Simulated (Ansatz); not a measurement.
**A computed series for La2O3: element substitutions**

Start from La2O3 (space group P-3m1, No. 164; a = 3.906 Å, c = 6.040 Å).

Each row replaces one element on all its sites; cell and atoms are relaxed.

All numbers come from plane-wave PAW DFT at the PBEsol level (Ansatz, a program for electronic structure, 420 eV), without spin-orbit coupling.

| change | band gap | c/a ratio | lattice parameter a |
|---|---|---|---|
| base | 3.77 eV | 1.546 | 7.381 bohr |
| La → Ba | zero | [?] | [?] |
| O → F | zero | 1.833 | 7.071 bohr |
| O → Te | 0.99 eV | 1.493 | 9.727 bohr |

Task: What belongs in the blanks?

Result: 
- La → Ba, c/a ratio: 1.469
- La → Ba, lattice parameter a: 8.032 bohr

Other magnetic orders, which the real material may have, were not ruled out. Spin-orbit coupling, missing from the scalar runs, can matter with Te. Whether these cells are dynamically stable was not tested. As relaxed here, Ba2O3, La2F3 and La2Te3 are hypothetical phases, not in the database extracts checked. Spin-polarised in the final run: Ba2O3; the other runs are not. An odd electron count without spin: La2F3.
